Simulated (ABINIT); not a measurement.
A self-consistent single point of Au (Fm-3m, 1 atom in the cell) with ABINIT.

Method of the run: PBE, norm-conserving pseudopotentials (PseudoDojo nc-sr-05 PBE standard) (plane waves; ABINIT).

The change in words: lattice scaled by 0.98. Reference geometry:
```yaml
crystal:
  lattice:
    - [0.00000, 2.09211, 2.09211]
    - [2.09211, 0.00000, 2.09211]
    - [2.09211, 2.09211, 0.00000]
  atoms:
    - { symbol: Au, position: [0.00000, 0.00000, 0.00000] }
```

Reference input (self-consistent single point, DFT, PBE, plane waves, norm-conserving pseudopotentials (PseudoDojo nc-sr-05 PBE standard)): pseudos = [Au.upf]; ecut = 38 Ha; occopt = 3; tsmear = 0.1 eV; ngkpt = 18 18 18; nshiftk = 1; shiftk = 0 0 0; potentials = PseudoDojo nc-sr-05 PBE standard; nband = 15; kptopt = 1; nstep = 80; tolvrs = 1e-10. This run's input differs from it in these lines:

```diff
@@ -5,5 +5,5 @@
 rprim
-        -0.0000000000    3.9535149226    3.9535149226
-         3.9535149226   -0.0000000000    3.9535149226
-         3.9535149226    3.9535149226   -0.0000000000
+        -0.0000000000    3.8744450021    3.8744450021
+         3.8744450021   -0.0000000000    3.8744450021
+         3.8744450021    3.8744450021   -0.0000000000
 natom 1
```

Log, with long lists cut:

```
--- !BeginCycle
solver: {iscf: 7, nstep: 80, nline: 4, wfoptalg: 0, }
tolerances: {tolvrs: 1.00E-10, }
...

     iter   Etot(hartree)      deltaE(h)  residm     vres2
 ETOT  1  -148.15224642372    -1.482E+02 1.783E-01 5.857E+01
 ETOT  2  -148.18925093338    -3.700E-02 2.265E-02 4.148E+01
 ETOT  3  -148.19923365444    -9.983E-03 4.821E-03 7.525E-03
 ETOT  4  -148.19923582983    -2.175E-06 1.860E-03 4.261E-04
 ETOT  5  -148.19923587496    -4.512E-08 7.500E-04 7.446E-06
 ETOT  6  -148.19923587561    -6.498E-10 1.298E-03 2.003E-08
 ETOT  7  -148.19923587561    -2.871E-12 3.676E-04 4.063E-10
 ETOT  8  -148.19923587561    -9.948E-13 5.222E-04 6.550E-14
 At SCF step    8       vres2   =  6.55E-14 < tolvrs=  1.00E-10 =>converged.

 Cartesian components of stress tensor (hartree/bohr^3)
  sigma(1 1)= -2.10883473E-04  sigma(3 2)=  0.00000000E+00
  sigma(2 2)= -2.10883473E-04  sigma(3 1)=  0.00000000E+00
  sigma(3 3)= -2.10883473E-04  sigma(2 1)=  0.00000000E+00

 ----iterations are completed or convergence reached----

 reduced coordinates (array xred) for    1 atoms
       0.000000000000      0.000000000000      0.000000000000
 cartesian forces (eV/Angstrom) at end:
    1     -0.00000000000000    -0.00000000000000    -0.00000000000000
 frms,max,avg= 0.0000000E+00 0.0000000E+00   0.000E+00  0.000E+00  0.000E+00 e/A
 length scales=  1.000000000000  1.000000000000  1.000000000000 bohr
              =  0.529177208590  0.529177208590  0.529177208590 angstroms
   [... lines left out ...]
 Fermi (or HOMO) energy (eV) =  12.83217   Average Vxc (eV)= -13.55216
   [... lines left out ...]
total_energy        : -1.48199235875612E+02
total_energy_eV     : -4.03270629516996E+03
band_energy         : -1.30359279140624E+01
...

-Cartesian components of stress tensor (GPa)         [Pressure=  6.2044E+00 GPa]
- sigma(1 1)= -6.20440495E+00  sigma(3 2)=  0.00000000E+00
- sigma(2 2)= -6.20440495E+00  sigma(3 1)=  0.00000000E+00
- sigma(3 3)= -6.20440495E+00  sigma(2 1)=  0.00000000E+00

 Calculation completed.
```

The run converged in 8 iterations. Against the reference run the free energy rises by 9.3 meV/atom and the pressure goes from -2.85 to 6.20 GPa.

The starting cell comes from a database of computed structures (which also holds hypothetical and non-ambient phases and stackings), without a prior relaxation at this level. Its lattice was rescaled by a random factor within 2.5 % of one. For this run, on top of that: lattice scaled by 0.98. With a pressure of about 6 GPa the cell is away from its equilibrium volume at this level.

Cost on one core of a shared machine: roughly 50 s.
